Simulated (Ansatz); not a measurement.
## A computed series for ZnSe: response to strain

Take ZnSe in the zinc blende structure (space group F-43m, No. 216; a = 5.633 Å) as the base. Axes: x, y, z lie along the cube axes.

Strains are applied to the cell and any free atomic positions relax.

Method: PBEsol (Ansatz, a quantum-chemistry and plane-wave program, PAW, spin-orbit coupling left out).

Candidates:
(a) uniaxial strain ε_zz = +1.50 %
(b) uniaxial strain ε_zz = −1.50 %
(c) uniaxial strain ε_zz = −3.00 %

For the base:

```
Item       Result
--------  -------
Band gap  1.24 eV
```

Question: Order them by band gap, lowest first.

Answer: (a) uniaxial strain ε_zz = +1.50 % (1.16 eV), (b) uniaxial strain ε_zz = −1.50 % (1.26 eV), (c) uniaxial strain ε_zz = −3.00 % (1.29 eV)

Whether these cells are dynamically stable was not tested.
